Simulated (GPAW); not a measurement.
A self-consistent single point of Ga (Cmce, 4 atoms in the cell) with GPAW.

Method of the run: PBEsol, GPAW PAW datasets PBEsol (made by gpaw-setup) (plane waves; GPAW).

```
Ga
1.0
    2.23154    -3.82558     0.00000
    2.23154     3.82558     0.00000
    0.00000     0.00000     4.58739
Ga
4
Direct
  0.65570   0.34430   0.41540
  0.34430   0.65570   0.58460
  0.84430   0.15570   0.91540
  0.15570   0.84430   0.08460
```

Reference input (self-consistent single point, DFT PBE, plane waves, GPAW PAW datasets PBE (gpaw-data 1.0.1)): mode = pw; ecut = 600 eV; xc = PBE; kpts = 6 6 5; mesh shift (steps) = 0 0 0; occupations.name = fermi-dirac; occupations.width = 0.136 eV; nbands = -8; convergence.density = 1e-05 e/electron; convergence.energy = 1e-05 eV/electron; symmetry.symmorphic = false; symmetry.tolerance = 0.0005. This run's input differs from it in these lines:

```diff
@@ -15,3 +15,3 @@
 calc = GPAW(mode={'name': 'pw', 'ecut': 600},
-            xc='PBE',
+            xc='PBEsol',
             kpts={'size': (6, 6, 5), 'gamma': True},
```

Its files differ too (potentials: GPAW PAW datasets PBEsol (made by gpaw-setup)).

Output (repeated stretches shortened):

```
     iter     time        total  log10-change:
                         energy   eigst   dens
iter:   1 --:--:--   -13.353481
iter:   2 --:--:--   -13.354510   -2.91  -0.90
iter:   3 --:--:--   -13.343467   -2.98  -0.92
iter:   4 --:--:--   -13.343535   -4.29  -2.27
iter:   5 --:--:--   -13.343377   -5.08  -2.30
iter:   6 --:--:--   -13.343286   -5.11  -2.46
iter:   7 --:--:--   -13.343300c  -6.03  -2.84
iter:   8 --:--:--   -13.343302c  -7.31  -3.64
iter:   9 --:--:--   -13.343304c  -7.43c -3.65
iter:  10 --:--:--   -13.343304c  -8.47c -3.83
iter:  11 --:--:--   -13.343304c  -9.73c -4.54
iter:  12 --:--:--   -13.343304c -11.02c -4.88
iter:  13 --:--:--   -13.343304c -10.39c -4.91
iter:  14 --:--:--   -13.343304c -11.74c -5.12c
Converged after 14 iterations.

Dipole moment: (0.000000, -0.000000, -0.000000) |e|*Ang

Energy contributions relative to reference atoms: (reference = -211377.741574)

Kinetic:        +41.883966
Potential:      -33.649591
External:        +0.000000
XC:             -21.597684
Entropy (-ST):   -0.054499
Local:           +0.047255
SIC:             +0.000000
--------------------------
Free energy:    -13.370553
Extrapolated:   -13.343304

Showing only first 2 kpts
 Kpt  Band  Eigenvalues  Occupancy
  0     4      4.02298    1.99997
  0     5      4.79880    1.99079
  0     6      6.50489    0.00154
  0     7      6.50530    0.00153

  1     4      4.28484    1.99979
  1     5      4.99906    1.96046
  1     6      6.26916    0.00868
  1     7      6.68245    0.00042

Fermi level: 5.52996

No gap
No difference between direct/indirect transitions
Energy (eV): -13.343304

Forces in eV/Ang:
  0 Ga    0.00000    0.00621    0.02218
  1 Ga    0.00000   -0.00621   -0.02218
  2 Ga    0.00000   -0.00621    0.02218
  3 Ga    0.00000    0.00621   -0.02218

Stress tensor:
    -0.001067     0.000000     0.000000
     0.000000     0.005285     0.000000
     0.000000     0.000000     0.008440
Stress (GPa, Voigt): [-0.1709  0.8467  1.3522  0.      0.      0.    ]
```

The run converged in 14 iterations. GPAW prints stress with tension positive. Against the reference run the pressure goes from 2.67 to -0.68 GPa and the largest force goes from 0.040 to 0.023 eV/Å.

The starting cell comes from a database of computed structures (which also holds hypothetical and non-ambient phases and stackings), without a prior relaxation at this level. Its lattice was rescaled by a random factor within 2.5 % of one.

Cost on one core of a shared machine: roughly 40 s.
